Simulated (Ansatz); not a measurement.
Response to strain in Pt

Consider Pt in the fcc (Cu type) structure (space group Fm-3m, No. 225; relaxed with 0.1 eV smearing).

```
Pt
1.0
    0.00000     1.94769     1.94769
    1.94769     0.00000     1.94769
    1.94769     1.94769     0.00000
Pt
1
Direct
  0.00000   0.00000   0.00000
```

Cartesian axes are those of the cell as printed.

Strains are applied to the cell and any free atomic positions relax.

Calculations: LDA (Ansatz, a quantum-chemistry and plane-wave program, PAW, without spin-orbit coupling).

Notes on the quantities. energy relative to the base: free energy F.

| case | energy relative to the base | volume per atom |
|---|---|---|
| base | 0 meV/atom | 14.78 Å³ |
| tensor shear ε_xy = +0.57 % | +0.5 meV/atom | 14.78 Å³ |
| tensor shear ε_xy = +0.86 % | [?] | 14.78 Å³ |
| tensor shear ε_xy = +2.00 % | [?] | 14.77 Å³ |
| tensor shear ε_xy = +1.71 % | [?] | 14.77 Å³ |
| tensor shear ε_xy = +0.29 % | +0.1 meV/atom | 14.78 Å³ |
| tensor shear ε_xy = +1.43 % | +3.5 meV/atom | 14.77 Å³ |
| tensor shear ε_xy = +1.14 % | [?] | 14.78 Å³ |

Problem. What belongs in the blanks?

Solution. 
- tensor shear ε_xy = +0.86 %, energy relative to the base: +1.2 meV/atom
- tensor shear ε_xy = +2.00 %, energy relative to the base: +6.8 meV/atom
- tensor shear ε_xy = +1.71 %, energy relative to the base: +5.0 meV/atom
- tensor shear ε_xy = +1.14 %, energy relative to the base: +2.2 meV/atom

No phonon test of stability was made. All final runs are without spin polarisation.
